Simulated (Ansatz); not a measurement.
# A computed series for SiO2: pressure series

Base system: SiO₂ (space group Pbcn, No. 60; a = 4.081 Å, b = 5.041 Å, c = 4.496 Å; a model cell, its experimental status unchecked).

Cell and atoms are relaxed at each pressure.

Method: PBEsol/PAW in Ansatz (an electronic-structure program), no spin-orbit coupling.

Notes on the quantities. band gap: an upper bound: an edge found on the path is not a true extremum; the base alone.

| case | band gap | volume per atom |
|---|---|---|
| base | 5.63 eV | 7.71 Å³ |
| pressure −2 GPa | 5.52 eV | 7.76 Å³ |
| pressure −1 GPa | 5.57 eV | 7.73 Å³ |
| pressure 0.3 GPa | 5.64 eV | 7.70 Å³ |
| pressure 0.7 GPa | 5.67 eV | 7.69 Å³ |
| pressure 1.5 GPa | 5.71 eV | 7.67 Å³ |
| pressure 3 GPa | 5.79 eV | 7.64 Å³ |
| pressure 5 GPa | 5.89 eV | 7.59 Å³ |
| pressure 7.5 GPa | 6.02 eV | 7.53 Å³ |

Load acts through the strain it causes; cell and atoms are relaxed under it. Stability against distortions was not tested. Competing high-pressure phases were not computed. The base started in Pca2_1 and relaxed to Pbcn at this level.
